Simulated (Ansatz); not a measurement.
Tunnelling through a barrier is set by its complex band structure: the current falls as exp(−2κd) with the smallest κ.

Consider the following.

```
CELL_PARAMETERS angstrom
      3.27904     0.00000     0.00000
     -1.63952     2.83973     0.00000
      0.00000     0.00000    12.78718
ATOMIC_POSITIONS crystal
  W  0.66667 0.33333 0.75000
  W  0.33333 0.66667 0.25000
  Se 0.33333 0.66667 0.88172
  Se 0.66667 0.33333 0.11828
  Se 0.66667 0.33333 0.38172
  Se 0.33333 0.66667 0.61828
```

The cell was relaxed by PBE-D3(BJ); by r2SCAN it stands under a pressure of 2.0 GPa.

Transport runs along the normal of the first two printed cell vectors, the (001) plane of the conventional cell.

The gap is the functional's own, uncorrected, and κ follows it; spin-orbit coupling is left out. Mid-gap means the computed energy nearest the middle.

### Question
Estimate the band gap and the smallest decay constant κ at mid-gap that Ansatz (a program for electronic structure) with r2SCAN returns for this system.

### Answer
Gap 1.01 eV on a 12×12×4 mesh; κ = 0.195 1/Å, at (0.167, 0.167) of the in-plane reciprocal vectors. At the zone centre the slowest state has κ = 0.51 1/Å.
